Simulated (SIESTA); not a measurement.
Input and output of a self-consistent single point for Li₅Mg (C2, 6 atoms in the cell) (SIESTA)

Computed with GGA PBEsol, numerical atomic orbitals DZP, PseudoDojo PBEsol standard norm-conserving potentials (rewritten from UPF to PSML) (SIESTA).

Input:

```
# files in the folder: Li.psml Mg.psml (PseudoDojo PBEsol standard)
SystemName  Li5Mg
SystemLabel Li5Mg

NumberOfAtoms                6
NumberOfSpecies              2
%block ChemicalSpeciesLabel
  1 3 Li
  2 12 Mg
%endblock ChemicalSpeciesLabel
LatticeConstant              5.266603 Ang
%block LatticeVectors
     0.865958190   -0.500116299    0.000000000
     0.865958190    0.500116299    0.000000000
    -0.572236601    0.000000000    0.944424708
%endblock LatticeVectors
AtomicCoordinatesFormat      Ang
%block AtomicCoordinatesAndAtomicSpecies
     4.560658000    2.617214985    0.000000000  1
     0.011851385    0.008007099    4.972616783  1
     6.095721615    0.008007099    0.001293217  1
     1.534267564   -0.877567467    2.492824214  1
     4.573305436   -0.877567467    2.481085786  1
     3.053786500    1.755819751    2.486955000  2
%endblock AtomicCoordinatesAndAtomicSpecies

XC.functional                GGA
XC.authors                   PBEsol
PAO.BasisSize                DZP
PAO.EnergyShift              0.005 Ry
PAO.Polarization.NonPerturbative true
MeshCutoff                   300 Ry
%block kgrid.MonkhorstPack
    6   0   0  0.0
    0   6   0  0.0
    0   0   6  0.0
%endblock kgrid.MonkhorstPack
OccupationFunction           FD
ElectronicTemperature        0.05 eV

MaxSCFIterations             150
SCF.Mixer.Method             Broyden
SCF.Mixer.Weight             0.1
SCF.Mixer.History            8
SCF.DM.Tolerance             1.0E-05
Diag.ParallelOverK           true
WriteForces                  true
Charge.Mulliken              end
```

Log, with long lists cut:

```
reinit: Reading from file input.fdf

reinit: System Name: Li5Mg
reinit: System Label: Li5Mg

coor:   Atomic-coordinates input format  =     Cartesian coordinates
coor:                                          (in Angstroms)

siesta: Atomic coordinates (Bohr) and species
siesta:      8.61839   4.94582   0.00000  1        1
siesta:      0.02240   0.01513   9.39688  1        2
siesta:     11.51924   0.01513   0.00244  1        3
siesta:      2.89935  -1.65836   4.71076  1        4
siesta:      8.64229  -1.65836   4.68857  1        5
siesta:      5.77082   3.31802   4.69966  2        6

siesta: System type = bulk

initatomlists: Number of atoms, orbitals, and projectors:      6    39    48

siesta: ******************** Simulation parameters ****************************
redata: Spin configuration                          = none
redata: Time-Reversal Symmetry                      = T
redata: Number of Atomic Species                    =        2
redata: Mesh Cutoff                                 =   300.0000 Ry
redata: Net charge of the system                    =     0.0000 |e|
redata: Min. number of SCF Iter                     =        0
redata: Max. number of SCF Iter                     =      150
redata: SCF convergence failure will abort job
redata: SCF mix quantity                            = Hamiltonian
redata: Mix DM or H after convergence               =   F
redata: Recompute H after scf cycle                 =   F
redata: Mix DM in first SCF step                    =   T
redata: No kicks to SCF
redata: DM Mixing Weight for Kicks                  =     0.5000
redata: Require Harris convergence for SCF          =   F
redata: Harris energy tolerance for SCF             =     0.000100 eV
redata: Require DM convergence for SCF              =   T
redata: DM tolerance for SCF                        =     0.000010
redata: Require EDM convergence for SCF             =   F
   [... lines left out ...]
diag: Parallel distribution                         =     1 x     1
diag: Used triangular part                          = Lower
diag: Absolute tolerance                            =  0.100E-15
diag: Orthogonalization factor                      =  0.100E-05
diag: Memory factor                                 =  1.0000

superc: Internal auxiliary supercell:     7 x     7 x     7  =     343
superc: Number of atoms, orbitals, and projectors:   2058  13377  16464

                        Single-point calculation

superc: Internal auxiliary supercell:     7 x     7 x     7  =     343
superc: Number of atoms, orbitals, and projectors:   2058  13377  16464

outcell: Unit cell vectors (Ang):
        4.560658   -2.633914    0.000000
        4.560658    2.633914    0.000000
       -3.013743    0.000000    4.973910

outcell: Cell vector modules (Ang)   :    5.266603    5.266603    5.815705
outcell: Cell angles (23,13,12) (deg):    116.6633    116.6633     60.0154
outcell: Cell volume (Ang**3)        :    119.4970
new_DM -- step:     1
Initializing Density Matrix...

Attempting to read DM from file... Failed...
DM filled with atomic data:

InitMesh: MESH = 48 x 48 x 54 = 124416
InitMesh: Mesh cutoff (required, used) =   300.000   325.757 Ry

stepf: Fermi-Dirac step function
        iscf     Eharris(eV)        E_KS(eV)     FreeEng(eV)     dDmax    Ef(eV) dHmax(eV)
   scf:    1    -2566.713728    -2585.652465    -2585.669572  1.899495 -6.300400  6.869894
   scf:    2    -2585.983501    -2585.822636    -2585.840074  0.015378 -6.301421  5.768148
   scf:    3    -2586.247047    -2586.135249    -2586.157000  0.084366 -6.348568  0.495123
   scf:    4    -2586.153670    -2586.144957    -2586.166083  0.004566 -6.347212  0.439106
   scf:    5    -2586.158276    -2586.153649    -2586.173336  0.011922 -6.348548  0.107623
   scf:    6    -2586.154902    -2586.154352    -2586.174024  0.003941 -6.349540  0.054640
   scf:    7    -2586.154359    -2586.154383    -2586.174128  0.002047 -6.350302  0.009507
   scf:    8    -2586.154391    -2586.154387    -2586.174134  0.000151 -6.350600  0.005594
   scf:    9    -2586.154399    -2586.154394    -2586.174139  0.000215 -6.351015  0.002872
   scf:   10    -2586.154397    -2586.154395    -2586.174139  0.000096 -6.351208  0.000604
   scf:   11    -2586.154394    -2586.154395    -2586.174139  0.000012 -6.351253  0.000504
   scf:   12    -2586.154395    -2586.154395    -2586.174139  0.000003 -6.351271  0.000448
SCF Convergence by DM+H criterion
max |DM_out - DM_in|         :     0.0000028873
max |H_out - H_in|      (eV) :     0.0004475197
SCF cycle converged after 12 iterations

Using DM_out to compute the final energy and forces

siesta: E_KS(eV) =            -2586.1544

siesta: E_KS - E_eggbox =     -2586.1544

siesta: Atomic forces (eV/Ang):
     1   -0.000000    0.057136   -0.000000
     2    0.048891   -0.027647   -0.000104
     3   -0.048891   -0.027647    0.000104
     4   -0.001129   -0.000570    0.002500
     5    0.001129   -0.000570   -0.002500
     6   -0.000000    0.000702   -0.000000
   Tot   -0.000000    0.001404   -0.000000
   Max    0.057136
   Res    0.023082    sqrt( Sum f_i^2 / 3N )
   Max    0.057136    constrained

Stress tensor Voigt[x,y,z,yz,xz,xy] (kbar):       -8.99       -7.68      -11.06        0.00        0.99       -0.00
(Free)E + p*V (eV/cell)    -2585.4845
Target enthalpy (eV/cell)    -2586.1741

siesta: Program's energy decomposition (eV):
siesta: Ebs     =     -1042.805808
siesta: Eions   =      2885.875672
siesta: Ena     =       203.082177
siesta: Ekin    =      1623.570669
siesta: Enl     =     -1106.202846
siesta: Eso     =         0.000000
siesta: Edftu   =         0.000000
siesta: DEna    =        10.385610
siesta: DUscf   =         0.582116
siesta: DUext   =         0.000000
siesta: Ex      =      -404.749979
siesta: Ec      =       -26.946470
siesta: Exc     =      -431.696449
siesta: Eharris =     -2586.154395
siesta: Etot    =     -2586.154395
siesta: FreeEng =     -2586.174139

siesta: Atomic forces (eV/Ang):
siesta:      1   -0.000000    0.057136   -0.000000
siesta:      2    0.048891   -0.027647   -0.000104
siesta:      3   -0.048891   -0.027647    0.000104
siesta:      4   -0.001129   -0.000570    0.002500
siesta:      5    0.001129   -0.000570   -0.002500
siesta:      6   -0.000000    0.000702   -0.000000
siesta: ----------------------------------------
siesta:    Tot   -0.000000    0.001404   -0.000000

siesta: Stress tensor (static) (eV/Ang**3):
siesta:    -0.005613   -0.000000    0.000620
siesta:    -0.000000   -0.004794    0.000000
siesta:     0.000620    0.000000   -0.006906

siesta: Cell volume =        119.497004 Ang**3

siesta: Pressure (static):
siesta:                Solid            Molecule  Units
siesta:           0.00006285          0.00006722  Ry/Bohr**3
siesta:           0.00577082          0.00617191  eV/Ang**3
siesta:           9.24587036          9.88849590  kBar

mulliken: Atomic and Orbital Populations:

Species: Li
Atom  Qatom  Qorb
               1s      2s      2s      2py     2pz     2px
   1  3.068   2.032  -0.374   0.343   0.351   0.361   0.356
   2  3.062   2.032  -0.376   0.342   0.354   0.359   0.351
   3  3.062   2.032  -0.376   0.342   0.354   0.359   0.351
   4  3.053   2.031  -0.423   0.392   0.349   0.356   0.348
   5  3.053   2.031  -0.423   0.392   0.349   0.356   0.348

Species: Mg
Atom  Qatom  Qorb
               2s      3s      3s      2py     2pz     2px     3py     3pz
               3px
   6  9.702   1.988   0.126   0.328   2.010   2.010   2.010   0.410   0.408
              0.410

mulliken: Qtot =       25.000

Mulliken Atomic Populations:
Atom #   charge [q] valence [e]  Species
     1    -0.068444    3.068444  Li
     2    -0.062003    3.062003  Li
     3    -0.062003    3.062003  Li
     4    -0.052798    3.052798  Li
     5    -0.052798    3.052798  Li
     6     0.298047    9.701953  Mg
 Total     0.000000
```

The run converged in 12 iterations.

The starting cell comes from a database of computed structures (which also holds hypothetical and non-ambient phases and stackings), without a prior relaxation at this level. Its lattice was rescaled by a random factor within 2.5 % of one. Values carry the incompleteness of an atom-centred basis.

Cost on one core of a shared machine: roughly 50 s.
